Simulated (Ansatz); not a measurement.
The reference is Hf in the hcp (Mg type) structure (space group P6_3/mmc, No. 194).

Hf is taken in the hexagonal space group P6₃/mmc (No. 194), the hcp (Mg type) structure, Pearson symbol hP2. Conventional cell: a = b = 3.2041 Å, c = 5.0689 Å, α = β = 90.00°, γ = 120.00°. Hf on 2d sees 12 Hf at 3.138–3.204 Å (anticuboctahedral). (Neighbours: up to the widest gap in distance over summed covalent radii, below 1.35, at either atom.)

The values are results of PBE in Ansatz (plane waves to 420 eV, PAW, without spin-orbit coupling), earlier PAW set, not measurements.

One change was made to it. Results:

The lattice parameter a shrinks by 0.081 Å to 3.123 Å; the c/a ratio rises by 0.004 to 1.586.

What was done to the base?
A) pressure −2 GPa
B) pressure 9 GPa
C) pressure 4.2 GPa
D) pressure 1.8 GPa

B, pressure 9 GPa. For comparison, the lattice parameter a in the other runs: pressure 1.8 GPa gives 3.186 Å; pressure −2 GPa gives 3.225 Å; pressure 4.2 GPa gives 3.164 Å.

Load acts through the strain it causes; cell and atoms are relaxed under it. Whether these cells are dynamically stable was not tested. Competing high-pressure phases were not computed. All final runs are without spin polarisation.

Ansatz is a first-principles code.
